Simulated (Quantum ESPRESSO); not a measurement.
Worked example: self-consistent single point of Te (C2, 3 atoms in the cell) in Quantum ESPRESSO.

Method: LDA (PZ), GBRV 1.5 ultrasoft (LDA) pseudopotentials (plane waves; Quantum ESPRESSO).

```yaml
crystal:
  lattice:
    - [2.21885, -3.84316, 0.00000]
    - [2.21885, 3.84316, 0.00000]
    - [0.00000, 0.00000, 5.90035]
  atoms:
    - { symbol: Te, position: [0.00000, 0.26300, 0.66667] }
    - { symbol: Te, position: [0.74827, 0.74827, 0.00000] }
    - { symbol: Te, position: [0.26300, 0.00000, 0.33333] }
```

Reference input (self-consistent single point, DFT, LDA (PZ), plane waves, GBRV 1.5 ultrasoft (LDA) pseudopotentials): ecutwfc = 40 Ry; ecutrho = 200 Ry; occupations = smearing; smearing = fd; degauss = 0.00147 Ry; potentials = {Te: te_lda_v1.uspp.F.UPF}; K_POINTS = automatic 3 3 2 0 0 0; conv_thr = 1e-08 Ry; mixing_beta = 0.7. This run's input differs from it in these lines:

```diff
@@ -18,2 +18,3 @@
     degauss = 0.00147
+    nbnd = 9
 /
```

The program printed (abridged):

```
     Self-consistent Calculation

     iteration #  1     ecut=    40.00 Ry     beta= 0.70

---- Real-time Memory Report at c_bands before calling an iterative solver
           104 MiB given to the printing process from OS
            27 MiB allocation reported by mallinfo(arena+hblkhd)
------------------

 %%%%%%%%%%%%%%%%%%%%%%%%%%%%%%%%%%%%%%%%%%%%%%%%%%%%%%%%%%%%%%%%%%%%%%%%%%%%%%
     Error in routine efermig (1):
     internal error, cannot bracket Ef
 %%%%%%%%%%%%%%%%%%%%%%%%%%%%%%%%%%%%%%%%%%%%%%%%%%%%%%%%%%%%%%%%%%%%%%%%%%%%%%

     stopping ...
```

The program stopped with an error at about iteration 1. 

The starting cell has typed, rounded lattice constants, without a prior relaxation at this level. Its lattice was rescaled by up to half a per cent. One atom was moved a little off its site on purpose.
